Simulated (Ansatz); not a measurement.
**TiC: element substitutions**

The parent structure is TiC in the rock salt structure (space group Fm-3m, No. 225; a = 4.2933 Å).

Each row replaces one element on all its sites; cell and atoms are relaxed.

All numbers come from PBEsol (Ansatz, a quantum-chemistry and plane-wave program, PAW, no spin-orbit coupling).

Candidates:
(a) Ti → Hf
(b) C → W
(c) C → Pb

Before the change:

| Property | Value |
|---|---|
| Volume per atom | 9.89 Å³ |

Question: Order them by volume per atom, lowest first.

Answer: (a) Ti → Hf (12.22 Å³), (b) C → W (17.27 Å³), (c) C → Pb (22.31 Å³)

Stability against distortions was not tested. As relaxed here, TiW and TiPb are hypothetical phases, not in the database extracts checked. The final runs are not spin-polarised.
